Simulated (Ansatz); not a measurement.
Take Rh in the fcc (Cu type) structure (space group Fm-3m, No. 225) as the base.

```xyz
1
Lattice="0.0000 1.9000 1.9000 1.9000 0.0000 1.9000 1.9000 1.9000 0.0000" Properties=species:S:1:pos:R:3 pbc="T T T"
Rh     0.0000     0.0000     0.0000
```

Cartesian axes are those of the cell as printed.

Level of theory: r2SCAN in Ansatz (plane waves to 500 eV, PAW, spin-orbit coupling left out).

Before the change:

- Pressure = 0.0 GPa

The change: tensile biaxial strain of 0.38 % in the plane normal to [110], as in epitaxy on a mismatched substrate; the out-of-plane cell vector and the atoms relax.

**Question.** Estimate the effect on the energy relative to the base.

**Answer.** The energy grows by 0.7 meV/atom.

**Question.** Estimate the effect on the pressure.

**Answer.** The pressure (mean of the normal stresses, compression positive) goes from zero to -1.5 GPa.

A biaxial case was relaxed in a doubled cell and then solved in the primitive one. Without a gap, meshes like the base's 21×21×21 leave anisotropic stresses uncertain by several tenths of a GPa, and small strain energies with them. Whether these cells are dynamically stable was not tested. The final runs are not spin-polarised.

Ansatz is a program for electronic structure.
